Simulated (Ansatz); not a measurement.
# Convergence study of the plane-wave cutoff for ZrNi (Cm, 4 atoms in the cell)

```
ZrNi
1.0
    1.63941    -5.04623     0.00000
    1.63941     5.04623     0.00000
    0.00000     0.00000     4.05742
Zr Ni
2 2
Direct
  0.63783   0.36217   0.26232
  0.36217   0.63783   0.75000
  0.91683   0.08317   0.25000
  0.08317   0.91683   0.75000
```

Computed with PBEsol, default PAW files made with PBE (plane waves; Ansatz, a quantum-chemistry and plane-wave program).

Base settings: basis.ecutwfc = 420 eV; kpoints.mp_grid.grid = 6 6 4; hamiltonian.xc = pbesol; hamiltonian.pseudopotentials = {kind: paw} (the program's default PAW files); scf.occupations.method = fermi_dirac; scf.occupations.width = 0.1 eV.

The second cell is the first with its lattice scaled by 0.98.

The mesh stays at the base's, so the ladder's end is converged at best in this setting alone.

The first pressure column holds Ansatz's estimate of the finite-basis (Pulay) stress, which hides part of the cutoff error; the other is without it.

Only quantities that move along the ladder and can be compared are tabulated.

The count of work is k-points × plane waves × bands × iterations; it is no time. 

The starting cell comes from a database of computed structures (which also holds hypothetical and non-ambient phases and stackings), without a prior relaxation at this level. Its lattice was rescaled by up to half a per cent. One atom was moved a little off its site on purpose. Spin polarisation is off. In the base run, with a pressure of about -5 GPa the cell is away from its equilibrium volume at this level. Without a gap this mesh is coarse (it stands for a supercell whose shortest vector is 16 Å).

| basis.ecutwfc | free energy less the last step's (meV/atom) | energy of the compressed cell less the first (meV/atom) | pressure (GPa) | pressure without the Pulay estimate (GPa) | largest difference of a force vector from the last step's (eV/Å) | count of work / last |
|---|---|---|---|---|---|---|
| 145 eV | 56935.47 | -897.35 | -60.48 | -1933.97 | 1.735 | 0.085 |
| 170 eV | 23935.28 | -367.69 | -27.47 | -914.70 | 1.284 | 0.090 |
| 190 eV | 11913.07 | 28.95 | -0.24 | -507.98 | 0.653 | 0.10 |
| 210 eV | 5822.06 | 4.27 | 0.76 | -278.01 | 0.422 | 0.11 |
| 230 eV | 2824.03 | 20.14 | 0.04 | -153.27 | 0.341 | 0.12 |
| 250 eV | 1321.98 | 10.38 | -1.27 | -83.77 | 0.183 | 0.14 |
| 295 eV | 198.10 | 0.61 | -4.82 | -21.53 | 0.031 | 0.16 |
| 335 eV | 29.10 | -5.53 | -5.23 | -8.40 | 0.005 | 0.19 |
| 380 eV | 3.05 | -5.42 | -5.22 | -5.52 | 0.001 | 0.23 |
| 420 eV | 1.23 | -5.52 | -5.24 | -5.28 | 0.001 | 0.27 |
| 460 eV | 0.80 | -5.55 | -5.25 | -5.27 | 0.000 | 0.31 |
| 505 eV | 0.49 | -5.56 | -5.25 | -5.26 | 0.000 | 0.35 |
| 565 eV | 0.37 | -5.57 | -5.25 | -5.25 | 0.000 | 0.42 |
| 630 eV | 0.25 | -5.58 | -5.25 | -5.26 | 0.000 | 0.49 |
| 735 eV | 0.09 | -5.59 | -5.25 | -5.25 | 0.000 | 0.70 |
| 840 eV | 0.05 | -5.59 | -5.25 | -5.25 | 0.000 | 0.87 |
| 1010 eV | 0.00 | -5.59 | -5.25 | -5.25 | 0.000 | 1.0 |

Coarsest basis.ecutwfc that holds the pressure without the Pulay estimate within 0.1 GPa of the last step, with all finer ones: 420 eV, at 0.27 of the last step's count of work; the step before is off by 0.27 GPa.

Coarsest basis.ecutwfc that holds the free energy within 1 meV/atom of the last step, with all finer ones: 460 eV, at 0.31 of the last step's count of work; the step before is off by 1.2 meV/atom.

Coarsest basis.ecutwfc that holds the forces within 0.01 eV/Å of the last step, with all finer ones: 335 eV, at 0.19 of the last step's count of work; the step before is off by 0.031 eV/Å.

The energy difference between the two cells stays within 1 meV/atom of the last step's from 335 eV on, the total only from 460 eV on: much of the error is common to both cells and cancels.

At the lowest cutoff the pressure without the Pulay estimate lies 1930 GPa under the last step's, the usual sign of Pulay stress in an incomplete plane-wave basis.

Keys are those of Ansatz 0.2.
